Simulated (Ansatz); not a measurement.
Take HfO2 in the fluorite structure (space group Fm-3m, No. 225; a = 5.098 Å) as the base.

(Cell as relaxed with PBE.)

Levels (all Ansatz, a quantum-chemistry and plane-wave program, PAW, earlier PAW set): PBE (420 eV, no spin-orbit coupling); r2SCAN (500 eV, spin-orbit coupling left out).

Each level relaxes its own structure.

| base | PBE | r2SCAN |
|---|---|---|
| volume per atom | 11.04 Å³ | 10.79 Å³ |
| lattice parameter a | 5.098 Å | 5.059 Å |
| band gap | 3.75 eV | 4.30 eV |

The change: C takes the place of O on all its sites; the structure is relaxed again.

| quantity | PBE | r2SCAN |
|---|---|---|
| volume per atom | 12.48 Å³ | [?] |
| band gap | zero | [?] |

### Question
Given the PBE results, estimate those of r2SCAN.

### Answer

- volume per atom, r2SCAN: 12.36 Å³
- band gap, r2SCAN: zero

PBE's volume per atom lies 0.12 Å³ above r2SCAN's (1.0 %); the two agree on the band gap. Neither level is exact; r2SCAN is the comparison here, not a measurement.

With Hf present, leaving out spin-orbit coupling can change the band edges. Whether these cells are dynamically stable was not tested. As relaxed here, HfC2 is a hypothetical phase, not in the database extracts checked. All final runs are without spin polarisation. This is not the structure that HfO2 has at room temperature and ambient pressure.
